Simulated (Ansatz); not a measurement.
Surface: monolayer graphene, 5x5 cell, one far atom fixed; cell 12.3 x 12.3 Å at 60°; in-plane lattice constant set by hand. Calculation: PBE-D3(BJ) (plane waves to 420 eV, PAW; Ansatz, a quantum-chemistry and plane-wave program). k mesh 3 x 3 x 1. The slab states were run without spin polarisation. Results hold for this cell, coverage and mesh. Barriers come from a climbing-image nudged elastic band between relaxed ends, or a saddle search from its top (force threshold 0.05 eV/Å), without zero-point or thermal terms. A partial Hessian shows a single imaginary mode at the top, within the atoms moved. The ends were relaxed from one prepared geometry each.

Step: B2H6 dissociates at its B-H bond, H on C and B on C (ending with C(24)-B(a0), C(25)-H(a4)).

Start:

```
atom    x (Å)  y (Å)  z (Å)
-----  ------  -----  -----
C(14)   4.943  4.250  0.968
C(15)   6.176  4.961  0.967
C(16)   6.176  6.385  0.983
C(17)   7.409  7.096  0.992
C(22)   6.177  2.113  0.969
C(23)   7.410  2.825  0.968
C(24)   7.410  4.249  0.969
C(25)   8.643  4.961  0.985
C(26)   8.642  6.385  0.993
C(27)   9.875  7.097  1.000
C(32)   8.643  2.113  0.983
C(33)   9.875  2.825  0.992
C(34)   9.875  4.249  0.993
C(35)  11.108  4.961  1.000
B(a0)   6.985  3.904  4.371
B(a1)   5.381  3.195  4.384
H(a2)   6.177  3.550  3.397
H(a3)   6.189  3.549  5.367
H(a4)   7.096  5.096  4.368
H(a5)   7.941  3.184  4.362
H(a6)   4.425  3.915  4.386
H(a7)   5.271  2.003  4.380
```

End:

```csv
atom,x (Å),y (Å),z (Å)
C(14),4.944,4.258,1.151
C(15),6.150,4.973,1.328
C(16),6.167,6.371,1.214
C(17),7.422,7.097,1.210
C(22),6.183,2.108,1.166
C(23),7.407,2.793,1.332
C(24),7.347,4.215,1.838
C(25),8.706,4.999,1.810
C(26),8.642,6.421,1.314
C(27),9.866,7.102,1.161
C(32),8.627,2.111,1.217
C(33),9.882,2.835,1.211
C(34),9.906,4.230,1.315
C(35),11.108,4.950,1.160
B(a0),7.131,3.955,3.431
B(a1),5.797,4.535,4.417
H(a2),5.946,3.424,3.727
H(a3),6.927,5.109,4.073
H(a4),8.984,5.154,2.877
H(a5),7.997,3.344,3.989
H(a6),4.897,5.162,3.946
H(a7),5.855,4.262,5.579
```

### Question
Give the geometry at the top of the path.

### Answer
```
atom   x (Å)  y (Å)  z (Å)
-----  -----  -----  -----
C(14)   4.94   4.26   1.12
C(15)   6.15   4.97   1.24
C(16)   6.17   6.38   1.15
C(17)   7.42   7.10   1.16
C(22)   6.18   2.11   1.13
C(23)   7.41   2.79   1.25
C(24)   7.37   4.23   1.60
C(25)   8.68   4.99   1.61
C(26)   8.64   6.42   1.24
C(27)   9.87   7.10   1.13
C(32)   8.63   2.11   1.17
C(33)   9.88   2.83   1.17
C(34)   9.91   4.23   1.25
C(35)  11.11   4.96   1.14
B(a0)   7.75   4.42   3.20
B(a1)   6.36   5.12   4.40
H(a2)   6.00   4.01   4.06
H(a3)   7.43   5.56   3.72
H(a4)   8.91   5.10   2.93
H(a5)   8.31   3.50   3.73
H(a6)   5.64   6.00   4.01
H(a7)   6.80   5.18   5.52
```
It lies 2.82 eV over the start.
